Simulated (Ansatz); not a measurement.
# Hypothetical Pm-3m WC: response to strain

Consider WC (space group Pm-3m, No. 221; a hypothetical phase, not in the database extracts checked).

```xyz
6
Lattice="4.1850 0.0000 0.0000 0.0000 4.1850 0.0000 0.0000 0.0000 4.1850" Properties=species:S:1:pos:R:3 pbc="T T T"
W      0.0000     2.0925     2.0925
W      2.0925     0.0000     2.0925
W      2.0925     2.0925     0.0000
C      2.0925     0.0000     0.0000
C      0.0000     2.0925     0.0000
C      0.0000     0.0000     2.0925
```

Cartesian axes are those of the cell as printed.

Strains are applied to the cell and any free atomic positions relax; under biaxial strain the out-of-plane vector relaxes too; under stress the whole cell relaxes.

Level of theory: DFT with PBEsol, PAW potentials and a 420 eV plane-wave cutoff in Ansatz (a quantum-chemistry and plane-wave program), without spin-orbit coupling.

Notes on the quantities. pressure: mean of the normal stresses, compression positive; energy relative to the base: free energy F.

```csv
case,volume per atom,pressure,energy relative to the base
base,12.22 Å³,0.0 GPa,0 meV/atom
"biaxial strain +1.92 %, plane normal [001], relaxed out of plane",12.58 Å³,-8.2 GPa,+19 meV/atom
"biaxial strain −2.64 %, plane normal [111], relaxed out of plane",11.96 Å³,7.0 GPa,+20 meV/atom
isotropic strain +0.54 %,12.41 Å³,-4.8 GPa,+3.0 meV/atom
"uniaxial stress, 3 GPa compression along x",12.18 Å³,–,+0.6 meV/atom
```

Without a gap, meshes like the base's 11×11×11 leave anisotropic stresses uncertain by several tenths of a GPa, and small strain energies with them. Stability under load was not tested beyond the relaxation. All final runs are without spin polarisation.
